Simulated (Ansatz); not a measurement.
An Ansatz (a quantum-chemistry and plane-wave program) run: PtSe2; Kohn–Sham DFT with the PBEsol-D3(BJ) functional, run in Ansatz with PAW and 420 eV plane waves, no SOC.

Input:

Ansatz 0.2 input:
```yaml
crystal:
  lattice:
    - [3.7391413338, 0, 0]
    - [-1.8695706669, 3.2381913834, 0]
    - [0, 0, 4.6295388229]
  atoms:
    - { symbol: Pt, position: [0, 0, 0] }
    - { symbol: Se, position: [0.3333333333, 0.6666666667, 0.2721660869] }
    - { symbol: Se, position: [0.6666666667, 0.3333333333, 0.7278339131] }
basis: { ecutwfc: 420, ecutrho_ratio: 4, xc_grid: 2, fft_grid_basis: typed }
kpoints: { mp_grid: { grid: [14, 14, 10] } }
hamiltonian:
  xc: pbesol
  dispersion: d3bj
  pseudopotentials: { kind: paw }
scf: { occupations: { method: fermi_dirac, width: 0.05 }, convergence: { dr2_threshold: 0.0000000003 } }
output: { forces: true, stress: true }
checkpoint: { write: state.ck, write_every: 1000 }
```

Output (explanatory and most iteration lines left out):

```
Pseudopotential: Pt, paw, valence charge 18
Pseudopotential: Se, paw, valence charge 16
Crystal: 3 atoms, lattice volume = 56.055 Å³
Basis set: ecut = 420 eV, 1095 PW (Γ), exchange–correlation on 50×50×64 points (8 copies of the dense FFT grid, shifted against one another)
Bands: 29, of which v1, the nominal top of the filled ones, is band 25 counted from 1 (24 counted from 0)
Symmetry: 12 space group operations
Space group: P-3m1 (ITA 164), of the structure as read, at distance tolerance 3.8e-5 Å
k-points: 208 of 1960
Functional: x = pbesol(κ = 0.804, μ = 0.12345679012345678), c = pbesol(β = 0.046)
SCF iter   1: F=—  HF=-23234.828063 eV  |F-HF|=—  |Δ(HF+E_count)|=         —  Δρ=4.30e-3  dr2=1.13e-2  ethr=1.77e-3  ⟨swp⟩=5.8  Hψ=23099  notcnv=0
SCF iter   2: F=—  HF=-23234.829114 eV  |F-HF|=—  |Δ(HF+E_count)|=   1.05e-3  Δρ=3.35e-3  dr2=7.44e-3  ethr=2.27e-5  ⟨swp⟩=2.0  Hψ=13520  notcnv=0
SCF 1 converged in 10 iterations: F = -23234.826534 eV  dr2 = 2.95e-11
SCF converged after 10 iterations
Free energy (F): -23234.826534 eV
Internal energy: -23234.821210 eV  (E = F + TS)
E sigma→0 (E₀):  -23234.823872 eV
Entropy (-TS):   -0.005324 eV (-1.775 meV/atom)
Fermi energy:    14.670542 eV
  E_disp       = -1.393378  (pairwise vdW)
--- Forces (eV/Å), atoms counted from 1 ---
  atom   1  Pt    -0.00000000     0.00000000     0.00000000
  atom   2  Se    -0.00000000     0.00000000     0.00003678
  atom   3  Se     0.00000000    -0.00000000    -0.00003678
--- Stress (GPa, compression-positive) ---
        0.001377      -0.000000      -0.000000
       -0.000000       0.001377      -0.000000
       -0.000000      -0.000000      -0.000816
  P = ⅓ Tr σ = 0.0006 GPa (0.006 kbar)
```

Stability against distortions was not tested. The final runs are not spin-polarised. The cell is PtSe₂ in the CdI2 type structure (space group P-3m1, No. 164; layered).
